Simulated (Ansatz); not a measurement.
## Sn: pressure series

Take Sn in the diamond structure (space group Fd-3m, No. 227) as the base.

```
Sn
1.0
    0.00000     3.32792     3.32792
    3.32792     0.00000     3.32792
    3.32792     3.32792     0.00000
Sn
2
Cartesian
  1.66396   1.66396   1.66396
  0.00000   0.00000   0.00000
```

Cell and atoms are relaxed at each pressure.

All numbers come from PBE, PAW, 420 eV (Ansatz, an electronic-structure program; no spin-orbit coupling), earlier PAW set.

Problem. Only one of these has a band gap. Which?
(A) pressure −1 GPa
(B) pressure −2 GPa
(C) pressure 30 GPa
(D) pressure 50 GPa

Solution. C, pressure 30 GPa. Computed: pressure 50 GPa: zero; pressure 30 GPa: 0.08 eV; pressure −2 GPa: zero; pressure −1 GPa: zero

Load acts through the strain it causes; cell and atoms are relaxed under it. Whether these cells are dynamically stable was not tested. Tetrahedral semiconductors of this kind turn to denser phases somewhere between about 1 and 50 GPa; those were not computed, so compressed cells here can lie past the real transition. The zero or small gap of Sn can change with the level of theory.
